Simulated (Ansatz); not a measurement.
Consider Sc in the hcp (Mg type) structure (space group P6_3/mmc, No. 194).

```xyz
2
Lattice="3.3295 0.0000 0.0000 -1.6647 2.8834 0.0000 0.0000 0.0000 5.1917" Properties=species:S:1:pos:R:3 pbc="T T T"
Sc     0.0000     1.9223     3.8938
Sc     1.6647     0.9611     1.2979
```

Cartesian axes are those of the cell as printed.

Calculations: r2SCAN (Ansatz, an electronic-structure program, PAW, without spin-orbit coupling).

Before the change:

- Shortest interatomic distance = 3.230 Å

Now apply this change: a free-standing slab of 5 layers (5 atoms, 1 a layer) is cut normal to the z axis, with 15 Å of vacuum and the in-plane cell held at bulk.

Q: What happens to the excess energy per area of both faces?

A: The excess energy per area of both faces (slab less bulk energy over the cell's area: twice a surface energy) comes out as 2.8 J/m² (uncertain by up to 0.08 J/m²).

Q: What happens to the shortest interatomic distance?

A: The shortest interatomic distance decreases by 0.064 Å, from 3.230 Å to 3.166 Å.

Q: What happens to the change of the spacing d12 from its bulk value of 2.596 Å?

A: The change of the spacing d12 from its bulk value of 2.596 Å is -3.1 %.

Slab and bulk use different k-meshes, which limits the precision of the excess energy. Whether these cells are dynamically stable was not tested. The final runs are not spin-polarised.
